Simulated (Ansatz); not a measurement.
An Ansatz (an electronic-structure program) run: ScCo with a change (Co → Hg); PBEsol (Ansatz, PAW, no spin-orbit coupling).

Input:

Ansatz 0.2 input:
```yaml
crystal:
  lattice:
    - [3.4678209954, 0, 0]
    - [0, 3.4678209954, 0]
    - [0, 0, 3.4678209954]
  atoms:
    - { symbol: Sc, position: [0.5, 0.5, 0.5] }
    - { symbol: Hg, position: [0, 0, 0] }
basis: { ecutwfc: 420, ecutrho_ratio: 4, xc_grid: 2, fft_grid_basis: typed }
kpoints: { mp_grid: { grid: [13, 13, 13] } }
hamiltonian:
  xc: pbesol
  dispersion: none
  pseudopotentials: { kind: paw }
scf: { occupations: { method: fermi_dirac, width: 0.05 }, convergence: { dr2_threshold: 0.0000000002 } }
output: { forces: true, stress: true }
checkpoint: { write: state.ck, write_every: 1000 }
```

Output:

```
WARN ansatz: RAYON_NUM_THREADS=2 ignored (pool sized by the plan → 2); use --threads N
Pseudopotentials: kind: paw
Pseudopotential: Sc, paw, valence charge 11
Pseudopotential: Hg, paw, valence charge 20
Functional definition: PBEsol
Crystal: 2 atoms, lattice volume = 41.703 Å³
Basis set: ecut = 420 eV, 799 PW (Γ), exchange–correlation on 48×48×48 points (8 copies of the dense FFT grid, shifted against one another)
Bands: 20, of which v1, the nominal top of the filled ones, is band 16 counted from 1 (15 counted from 0)
Symmetry: 48 space group operations
Space group: Pm-3m (ITA 221), of the structure as read, at distance tolerance 3.5e-5 Å
k-points: 84 of 2197
PAW frozen core: Sc, regenerated for the run's functional, and the local potential with it
PAW frozen core: Hg, regenerated for the run's functional, and the local potential with it
Initial density: superposition of atomic densities (neutral atoms: chi_scale 0, normalization atom), corrected by the library's trained network
Initial wavefunctions: pseudopotential atomic-orbital guess
Eigensolver: davidson
Functional: x = pbesol(κ = 0.804, μ = 0.12345679012345678), c = pbesol(β = 0.046)
SCF iter   1: F=—  HF=-15780.479427 eV  |F-HF|=—  |Δ(HF+E_count)|=         —  Δρ=4.89e-3  dr2=1.06e-2  ethr=1.77e-3  ⟨swp⟩=4.2  Hψ=6411  notcnv=0
all-band conjugate gradients solve this SCF's bands
preconditioner: auto → Kerker (q_TF=auto, 2.597 Å⁻¹)
SCF iter   2: F=—  HF=-15780.477363 eV  |F-HF|=—  |Δ(HF+E_count)|=   2.06e-3  Δρ=2.12e-3  dr2=1.86e-3  ethr=3.41e-5  ⟨swp⟩=2.2  Hψ=2947  notcnv=0
SCF iter   3: F=—  HF=-15780.476892 eV  |F-HF|=—  |Δ(HF+E_count)|=   4.72e-4  Δρ=6.29e-4  dr2=1.18e-4  ethr=5.99e-6  ⟨swp⟩=2.7  Hψ=2611  notcnv=0
SCF iter   4: F=—  HF=-15780.476896 eV  |F-HF|=—  |Δ(HF+E_count)|=   3.99e-6  Δρ=1.18e-4  dr2=5.64e-6  ethr=3.80e-7  ⟨swp⟩=2.2  Hψ=2140  notcnv=0
SCF iter   5: F=—  HF=-15780.476834 eV  |F-HF|=—  |Δ(HF+E_count)|=   6.18e-5  Δρ=2.08e-5  dr2=1.60e-7  ethr=1.82e-8  ⟨swp⟩=1.6  Hψ=1764  notcnv=0
SCF iter   6: F=—  HF=-15780.476829 eV  |F-HF|=—  |Δ(HF+E_count)|=   4.76e-6  Δρ=2.80e-6  dr2=2.32e-9  ethr=5.15e-10  ⟨swp⟩=2.6  Hψ=2522  notcnv=0
SCF iter   7: F=—  HF=-15780.476829 eV  |F-HF|=—  |Δ(HF+E_count)|=  3.75e-10  Δρ=6.90e-7  dr2=2.26e-10  ethr=1.00e-12  ⟨swp⟩=4.0  Hψ=5563  notcnv=0
SCF iter   8: F=-15780.476829 eV  HF=-15780.476829 eV  |F-HF|=3.64e-12  |Δ(HF+E_count)|=  2.18e-11  Δρ=1.29e-7  dr2=4.63e-12  ethr=1.00e-12  ⟨swp⟩=3.8  Hψ=4809  notcnv=0
SCF 1 converged in 8 iterations: F = -15780.476829 eV  dr2 = 4.63e-12
SCF converged after 8 iterations
Free energy (F): -15780.476829 eV
Harris-Foulkes:  -15780.476829 eV  (|F-HF|=3.64e-12)
Internal energy: -15780.458484 eV  (E = F + TS)
E sigma→0 (E₀):  -15780.467657 eV
Entropy (-TS):   -0.018345 eV (-9.172 meV/atom)
Fermi energy:    14.651203 eV
--- Per-component energies (eV) ---
  E_band       = -521.183051
  E_kinetic    = 865.647969
  E_local      = -3298.836987  (includes V_loc(G=0)·N_el)
  E_nonlocal   = 156.157260
  E_hartree    = 1352.628880
  E_xc         = -324.476323
  E_vxc        = -393.180873  (∫ρ·V_xc dr)
  E_paw        = -10730.377139  (= ΣΔE_a)
  E_vpaw       = -556.229191  (= ΣTr[D̂ρ^β])
  E_aug_tail   = 0.000903  (compensation charges beyond the density's cutoff)
  E_ewald      = -3801.660725
  E_core_change = 0.457676  (= ΣΔE_core)
  E_smearing   = -0.018345  (= −TS)
  E_closure    = 0.000000  (closes the sum)
  Σ components = -15780.476829   (vs F -15780.476829, Δ=0.00e0)
  [band-id]    e_kinetic+e_local+e_nonlocal+2·e_hartree+e_vxc+e_vpaw+e_augmentation_tail = -521.183157   (vs E_band -521.183051, Δ=-1.06e-4)
--- Forces (eV/Å), atoms counted from 1 ---
  atom   1  Sc    -0.00000000    -0.00000000     0.00000000
  atom   2  Hg    -0.00000000     0.00000000     0.00000000
  max |Σ_I F_I| component: 8.28e-30 eV/Å
--- Stress (GPa, compression-positive) ---
       -0.004061      -0.000000       0.000000
        0.000000      -0.004061       0.000000
        0.000000       0.000000      -0.004061
  P = ⅓ Tr σ = -0.0041 GPa (-0.041 kbar)
  The stress holds the Pulay correction. Without it, at fixed plane waves, as pw.x and ABINIT print it: P = -0.0362 GPa
  The stress includes an estimate of the error left by incomplete SCF convergence (largest component 0.0001 GPa).
--- Band table ---
  band table: none
```

No phonon test of stability was made. The final runs are not spin-polarised. An odd electron count without spin: ScHg. The cell was made from ScCo by this change: Co → Hg; the result is a model cell.
